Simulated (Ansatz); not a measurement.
Reference: Si (Fd-3m), PBEsol with spin-orbit coupling, rigid bands (plane waves, PAW; Ansatz, a program for electronic structure); axes and stresses refer to this cell.

```yaml
crystal:
  lattice:
    - [0.00000, 2.71691, 2.71691]
    - [2.71691, 0.00000, 2.71691]
    - [2.71691, 2.71691, 0.00000]
  atoms:
    - { symbol: Si, position: [0.25000, 0.25000, 0.25000] }
    - { symbol: Si, position: [0.00000, 0.00000, 0.00000] }
```

band gap: 0.45 eV
hole conductivity mass: 0.35 mₑ
Seebeck coefficient, n-type 1e19 cm⁻³: -309 μV/K

### Question
Change: uniaxial stress zz = 1 GPa (compression positive). What happens to band gap, hole conductivity mass, Seebeck coefficient, n-type 1e19 cm⁻³?

### Answer
band gap shrinks to 0.34 eV; hole conductivity mass moves little, to 0.35 mₑ; Seebeck coefficient, n-type 1e19 cm⁻³ decreases in size to -254 μV/K.

Masses are for dilute carriers at 300 K, harmonic means over directions unless an axis is named. Seebeck coefficients are for the stated density at 300 K, with one relaxation time for all states and whether or not that doping can be reached. Stresses and pressures are the targets of the relaxation.  The structure type is held under load, also where the real crystal would transform.
